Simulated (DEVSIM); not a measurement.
Device: Ni/Si3N4/p-GaSb capacitor, at 350 K.

| layer (left to right) | material | thickness (nm) | Na (cm⁻³) |
|---|---|---|---|
| 1 | Si3N4 | 15.0 | - |
| 2 | GaSb | 400 | 2.2e18 |

Metal gate on the left, work function 5.1 eV. Fixed charge at the semiconductor interface -1.3e10 cm⁻² (in units of +e); no interface traps.

The device is made up for the run: typed textbook-type constants, with dimensions and the other settings drawn at random. Values at 300 K; Nc and Nv go as T^1.5, mobilities as T to minus their exponent, the gap by Varshni's rule with the affinity fixed.

| parameter | Si3N4 | GaSb |
|---|---|---|
| gap (eV) | 5.1 | 0.726 |
| affinity (eV) | 2.1 | 4.06 |
| permittivity | 7.5 | 15.7 |
| Nc (cm⁻³) | - | 2.1e17 |
| Nv (cm⁻³) | - | 1.8e19 |
| Varshni α (eV/K) | - | 0.00042 |
| Varshni β (K) | - | 140 |

Model (solved in DEVSIM): 1D Poisson equation in equilibrium, Boltzmann statistics, complete ionisation; no quantum confinement or tunnelling. Metal contacts follow the ideal Schottky-Mott rule: no Fermi-level pinning, no interface dipoles.

Task: Tabulate band edges, carrier densities and field at 1.6 V on the gate.

Result: Energies count from the Fermi level of the right contact; mesh points crowd at the junctions.

```tsv
x (μm)	Ec (eV)	Ev (eV)	n (cm⁻³)	p (cm⁻³)	field (V/cm)
0.000	1.400	-3.700	< 1e2	< 1e2	650000
0.0009948	1.465	-3.635	< 1e2	< 1e2	650000
0.002706	1.576	-3.524	< 1e2	< 1e2	650000
0.005650	1.768	-3.332	< 1e2	< 1e2	650000
0.01091	2.111	-2.989	< 1e2	< 1e2	650000
0.01320	2.260	-2.840	< 1e2	< 1e2	650000
0.01453	2.347	-2.753	< 1e2	< 1e2	650000
0.01570	0.438	-0.268	1.3e11	3.1e15	290000
0.01738	0.484	-0.223	2.9e10	1.4e16	250000
0.02056	0.551	-0.156	3.1e9	1.3e17	170000
0.02661	0.615	-0.092	3.6e8	1.1e18	55000
0.04451	0.636	-0.071	1.8e8	2.2e18	390
0.07203	0.637	-0.070	1.8e8	2.2e18	≈ 0
0.1242	0.637	-0.070	1.8e8	2.2e18	≈ 0
0.2573	0.637	-0.070	1.8e8	2.2e18	≈ 0
0.3324	0.637	-0.070	1.8e8	2.2e18	≈ 0
0.3720	0.637	-0.070	1.8e8	2.2e18	≈ 0
0.3929	0.637	-0.070	1.8e8	2.2e18	≈ 0
0.4065	0.637	-0.070	1.8e8	2.2e18	≈ 0
0.4111	0.637	-0.070	1.8e8	2.2e18	≈ 0
0.4135	0.637	-0.070	1.8e8	2.2e18	≈ 0
0.4150	0.637	-0.070	1.8e8	2.2e18	≈ 0
```
